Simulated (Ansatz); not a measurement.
What uniaxial strain ε_xx = +2.88 % does to TiN

Take TiN in the rock salt structure (space group Fm-3m, No. 225; a = 4.233 Å; relaxed with 0.1 eV smearing) as the base. Axes: x, y, z lie along the cube axes.

It is then changed as follows: the cell is stretched by 2.88 % along x with no lateral relaxation; the atoms relax in the strained cell.

Method: plane-wave PAW DFT at the r2SCAN level (Ansatz, a quantum-chemistry and plane-wave program, 500 eV), no spin-orbit coupling. k-mesh 23×23×23 (Γ-centred); smearing 0.1 eV (Fermi–Dirac).

The volume per atom goes up by 0.27 Å³, from 9.48 Å³ to 9.75 Å³ and the energy goes up by 13 meV/atom. The band gap remains zero and the stress (xx, yy, zz, yz, xz, xy; compression positive) comes out as (-14.9, -3.6, -3.6, 0.0, 0.0, 0.0) GPa.

Cost of the whole job for the changed cell (relaxation, final SCF and bands): around 60 core-seconds (rough).

Stability against distortions was not tested. The final runs are not spin-polarised. An odd electron count without spin: TiN.
